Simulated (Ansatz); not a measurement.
## Bi2Pt: pressure series

Base system: Bi2Pt (space group Pa-3, No. 205; a = 6.721 Å).

Cell and atoms are relaxed at each pressure.

Computed with DFT with PBEsol, PAW potentials and a 420 eV plane-wave cutoff in Ansatz (a first-principles code), no spin-orbit coupling.

```json
[
 {"P (GPa)": "-2.00", "V (Å³/atom)": "25.875"},
 {"P (GPa)": "-1.00", "V (Å³/atom)": "25.580"},
 {"P (GPa)": "0.30", "V (Å³/atom)": "25.226"},
 {"P (GPa)": "0.69", "V (Å³/atom)": "25.124"},
 {"P (GPa)": "1.50", "V (Å³/atom)": "24.923"},
 {"P (GPa)": "3.01", "V (Å³/atom)": "24.573"},
 {"P (GPa)": "5.01", "V (Å³/atom)": "24.149"},
 {"P (GPa)": "7.52", "V (Å³/atom)": "23.674"},
 {"P (GPa)": "10.00", "V (Å³/atom)": "23.250"}
]
```

Fit a third-order Birch–Murnaghan equation of state.

Least squares on P(V) = (3B₀/2)[(V₀/V)^(7/3) − (V₀/V)^(5/3)]·[1 + (3/4)(B₀′ − 4)((V₀/V)^(2/3) − 1)] gives V₀ = 25.30 Å³/atom, B₀ = 95 GPa and B₀′ = 5.1.

Load acts through the strain it causes; cell and atoms are relaxed under it. Whether these cells are dynamically stable was not tested. Competing high-pressure phases were not computed. All final runs are without spin polarisation.
